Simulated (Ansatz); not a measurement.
A relaxation of the atoms of CoSn (P6mm, 6 atoms in the cell) with Ansatz (a program for electronic structure).

Level of theory: LDA (PW92), default PAW files made with PBE (plane waves; Ansatz).

The change in words: one atom moved by 0.15 angstrom; relax: default → atoms; relax.f_tol: default → 0.2 eV/Å. Reference geometry:
```
CELL_PARAMETERS angstrom
      5.21981     0.00000     0.00000
     -2.60990     4.52049     0.00000
      0.00000     0.00000     4.16665
ATOMIC_POSITIONS crystal
  Co 0.00000 0.50000 0.00000
  Co 0.50000 0.00000 0.00000
  Co 0.50000 0.50000 0.00000
  Sn 0.66667 0.33333 0.50000
  Sn 0.33333 0.66667 0.50000
  Sn 0.00000 0.00000 0.00000
```

Reference input (self-consistent single point, DFT, LDA (PW92), plane waves, default PAW files made with PBE): basis.ecutwfc = 30.9 Ry; kpoints.mp_grid.grid = 7 7 8; hamiltonian.xc = lda; hamiltonian.pseudopotentials = {kind: paw} (the program's default PAW files); scf.occupations.method = gaussian; scf.occupations.width = 0.0073 Ry. This run's input differs from it in these lines:

Ansatz 0.2 input:
```diff
@@ -12,3 +12,3 @@
     - { symbol: Sn, position: [0.333333, 0.666667, 0.500000] }
-    - { symbol: Sn, position: [0.000000, 0.000000, 0.000000] }
+    - { symbol: Sn, position: [0.000000, 0.000000, 0.036000] }
 basis:
@@ -26,2 +26,4 @@
     width: 0.0073 Ry
+relax:
+  f_tol: 0.2
 output:
```

Output (repeated stretches shortened):

```
   [... SCF lines of the steps left out ...]
relax step   1: F+E_penalty+E_count = -32827.96058519 eV  Δ(F+E_penalty+E_count) = +0.000e0 eV  max|allowed force component| = 6.096e-1 eV/Å  Δτ_max = 0.0000 Å  (6 SCF iters, dr2 threshold 1.00e-4 eV, accepted)
relax step   2: F+E_penalty+E_count = -32827.99094990 eV  Δ(F+E_penalty+E_count) = -3.036e-2 eV  max|allowed force component| = 3.512e-1 eV/Å  Δτ_max = 0.1950 Å  (8 SCF iters, accepted)
relax step   3: F+E_penalty+E_count = -32828.00677175 eV  Δ(F+E_penalty+E_count) = -1.582e-2 eV  max|allowed force component| = 5.714e-3 eV/Å  Δτ_max = 0.0692 Å  (7 SCF iters, accepted)
the relaxation is at rest under the 12 symmetry operations that the run kept from its start: a minimum is not shown …
Free energy (F): -32828.006772 eV
Internal energy: -32827.996303 eV  (E = F + TS)
E sigma→0 (E₀):  -32828.001537 eV
Entropy (-TS):   -0.010469 eV (-1.745 meV/atom)
Fermi energy:    15.049118 eV
--- Forces (eV/Å), atoms counted from 1 ---
  atom   1  Co    -0.00000000     0.00000000     0.00240258
  atom   2  Co    -0.00000000    -0.00000000     0.00240258
  atom   3  Co    -0.00000000     0.00000000     0.00240258
  atom   4  Sn     0.00000000     0.00000000    -0.00573474
  atom   5  Sn    -0.00000000    -0.00000000    -0.00573474
   [... lines left out ...]
    - { symbol: Co, position: [0.5, 7.455782161613461e-35, 0.0060041560553961626] }
    - { symbol: Co, position: [0.5, 0.5000000000000001, 0.006004156055396161] }
    - { symbol: Sn, position: [0.6666666666666667, 0.33333333333333337, 0.5060887256612598] }
    - { symbol: Sn, position: [0.33333333333333337, 0.6666666666666667, 0.5060887256612598] }
    - { symbol: Sn, position: [4.459164272938809e-19, -3.798898529964953e-34, 0.00581008051129194] }
```

The run converged. 

Summary of the result:
| Property | Value |
|---|---|
| Free energy E − TS (on the zero of these files) | -32828.0068 eV |
| Fermi level (on the code's own zero) | 15.05 eV |
| Pressure | -4.20 GPa |
| Largest force (vector length) | 0.006 eV/Å |
| Relaxation steps | 3 |

The starting cell comes from a database of computed structures (which also holds hypothetical and non-ambient phases and stackings), without a prior relaxation at this level. Its lattice was rescaled by up to half a per cent. For this run, on top of that: one atom moved by 0.15 angstrom. Spin polarisation is off. The relaxation keeps the symmetry of its start, so its end need not be a minimum. Ansatz's pressure includes its estimate of the finite-basis (Pulay) stress.

Cost on one core of a shared machine: roughly 80 s.
